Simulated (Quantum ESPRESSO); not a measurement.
## Short convergence ladders for PbBrF (P4mm, 6 atoms in the cell)

```
CELL_PARAMETERS angstrom
      4.19761     0.00000     0.00000
      0.00000     4.19761     0.00000
      0.00000     0.00000     7.68533
ATOMIC_POSITIONS crystal
  Pb 0.00000 0.50000 0.81591
  Pb 0.50000 0.00000 0.19060
  Br 0.50000 0.00000 0.65273
  Br 0.00000 0.50000 0.34727
  F  0.50000 0.50000 0.00000
  F  0.00000 0.00000 0.00000
```

Base method: PBEsol, GBRV 1.5 ultrasoft (PBESOL) pseudopotentials (plane waves; Quantum ESPRESSO).

Base settings: ecutwfc = 40 Ry; ecutrho = 200 Ry; occupations = smearing; smearing = fd; degauss = 0.0036749 Ry; potentials = {Pb: pb_pbesol_v1.uspp.F.UPF, Br: br_pbesol_v1.4.uspp.F.UPF, F: f_pbesol_v1.4.uspp.F.UPF}; K_POINTS = automatic 3 3 2 0 0 0; conv_thr = 1e-10 Ry; mixing_beta = 0.7.

The count of work is k-points × plane waves × bands × iterations; it is no time. 

**Shifted k-point meshes**

Only quantities that move along the ladder and can be compared are tabulated.

```csv
K_POINTS,free energy less the last step's (meV/atom),pressure (GPa),largest difference of a force vector from the last step's (eV/Å),count of work / last
automatic 2 2 1 1 1 1,23.59,-1.28,0.145,0.0040
automatic 4 4 2 1 1 1,-0.77,-1.79,0.005,0.0093
automatic 5 5 3 1 1 1,-0.01,-1.78,0.002,0.048
automatic 6 6 4 1 1 1,-0.01,-1.78,0.000,0.048
automatic 8 8 4 1 1 1,0.00,-1.78,0.001,0.066
automatic 9 9 5 1 1 1,0.00,-1.78,0.001,0.22
automatic 17 17 10 1 1 1,0.00,-1.78,0.000,1.0
```

Coarsest K_POINTS that holds the free energy within 5 meV/atom of the last step, with all finer ones: automatic 4 4 2 1 1 1, at 0.0093 of the last step's count of work; the step before is off by 24 meV/atom.

Coarsest K_POINTS that holds the forces within 0.01 eV/Å of the last step, with all finer ones: automatic 4 4 2 1 1 1, at 0.0093 of the last step's count of work; the step before is off by 0.14 eV/Å.

Coarsest K_POINTS that holds the pressure within 0.2 GPa of the last step, with all finer ones: automatic 4 4 2 1 1 1, at 0.0093 of the last step's count of work; the step before is off by 0.50 GPa.

**The SCF threshold**

The mesh stays at the base's, so the ladder's end is converged at best in this setting alone.

Only quantities that move along the ladder and can be compared are tabulated; the gap is left out on so coarse a mesh.

```csv
conv_thr,free energy less the last step's (meV/atom),pressure (GPa),largest difference of a force vector from the last step's (eV/Å),count of work / last
0.0073 Ry,10.95,3.65,0.682,0.24
0.00073 Ry,1.03,-3.85,0.119,0.29
7.3e-05 Ry,0.09,-1.46,0.039,0.41
7.3e-07 Ry,0.00,-1.73,0.018,0.53
7.3e-09 Ry,0.00,-1.76,0.005,0.65
1e-10 Ry,0.00,-1.77,0.000,0.82
7.3e-12 Ry,0.00,-1.77,0.000,0.94
7.3e-14 Ry,0.00,-1.77,0.000,1.0
```

Coarsest conv_thr that holds the pressure within 0.5 GPa of the last step, with all finer ones: 7.3e-05 Ry, at 0.41 of the last step's count of work; the step before is off by 2.1 GPa.

Coarsest conv_thr that holds the free energy within 2 meV/atom of the last step, with all finer ones: 0.00073 Ry, at 0.29 of the last step's count of work; the step before is off by 11 meV/atom.

Coarsest conv_thr that holds the forces within 0.02 eV/Å of the last step, with all finer ones: 7.3e-07 Ry; the step before is off by 0.039 eV/Å.

On the base run: the starting cell comes from a database of computed structures (which also holds hypothetical and non-ambient phases and stackings), without a prior relaxation at this level. Its lattice was rescaled by up to half a per cent. One atom was moved a little off its site on purpose.
